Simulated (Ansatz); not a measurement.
Density of states of NbAgO3 (Pm-3m) above the conduction band minimum, PBEsol, rigid bands in Ansatz (a program for electronic structure); cell volume 61.6 Å³.

(energy from edge (eV), 10⁻³ states/eV/cell): (0.006, 57.1); (0.031, 140); (0.056, 198); (0.081, 251); (0.106, 310); (0.131, 371); (0.156, 447); (0.181, 589); (0.206, 636); (0.231, 663); (0.256, 690); (0.281, 730); (0.319, 750); (0.344, 772); (0.369, 793); (0.394, 813); (0.419, 829); (0.444, 845); (0.469, 856); (0.494, 878); (0.519, 886); (0.544, 902); (0.569, 917); (0.594, 933)

**Question.** What effective density of states at 300 K does this give (∫ g(E) exp(−E/k_BT) dE, both spins, divided by the cell's size)?

**Answer.** 4.8e19 cm⁻³, a density-of-states mass of 1.55 mₑ, valleys and band degeneracy included.

Spin-orbit coupling is left out. Geometry: cell and atoms relaxed with PBEsol.

Computed structure, not matched to a measured one here, so possibly hypothetical: NbAgO3 (Pm-3m).
